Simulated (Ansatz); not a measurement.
**What pressure 1.5 GPa does to Ca**

Base system: Ca in the fcc (Cu type) structure (space group Fm-3m, No. 225; a = 5.5265 Å).

Modification: a hydrostatic pressure of 1.5 GPa.

Computed with PBE, PAW, 420 eV (Ansatz, a first-principles code; no spin-orbit coupling). Settings: 15×15×15 k-points, 0.05 eV Fermi–Dirac smearing.

```json
[
 {"quantity": "volume per atom", "base": "42.20 Å³", "changed": "39.06 Å³", "shift": "-3.14 Å³"},
 {"quantity": "lattice parameter a", "base": "5.527 Å", "changed": "5.386 Å", "shift": "-0.1404 Å"},
 {"quantity": "shortest interatomic distance", "base": "3.908 Å", "changed": "3.809 Å", "shift": "-0.099 Å"},
 {"quantity": "enthalpy H = E + PV relative to the base's energy", "base": "–", "changed": "+0.38 eV/atom", "shift": "–"},
 {"quantity": "band gap", "base": "zero", "changed": "zero", "shift": "–"}
]
```

Final structure:

```xyz
1
Lattice="0.0000 2.6930 2.6930 2.6930 0.0000 2.6930 2.6930 2.6930 0.0000" Properties=species:S:1:pos:R:3 pbc="T T T"
Ca     0.0000     0.0000     0.0000
```

Load acts through the strain it causes; cell and atoms are relaxed under it. Stability against distortions was not tested.
